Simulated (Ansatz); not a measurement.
Consider the following.

```
CELL_PARAMETERS angstrom
     -1.63786     1.63786     1.63786
      1.63786    -1.63786     1.63786
      1.63786     1.63786    -1.63786
ATOMIC_POSITIONS crystal
  Ta 0.00000 0.00000 0.00000
```

Calculation: PBEsol, rigid bands (plane waves, PAW, scalar-relativistic; Ansatz, an electronic-structure program). How the cell was made: cell and atoms relaxed with PBEsol.

Task: Predict the product ρ₀λ of resistivity and mean free path that follows from the Fermi surface's area.

Result: 4.1 ×10⁻¹⁶ Ω·m².

Task: And the Drude plasma energy and the root-mean-square Fermi velocity at 300 K?

Result: 9.2 eV; 6.7e5 m/s.

A metal at this level (no band gap); rigid bands, thermally averaged at 300 K, both spins. Spin-orbit coupling is left out, which matters with elements this heavy. τ is one relaxation time for all states; the product of resistivity and mean free path takes one path for all states instead.
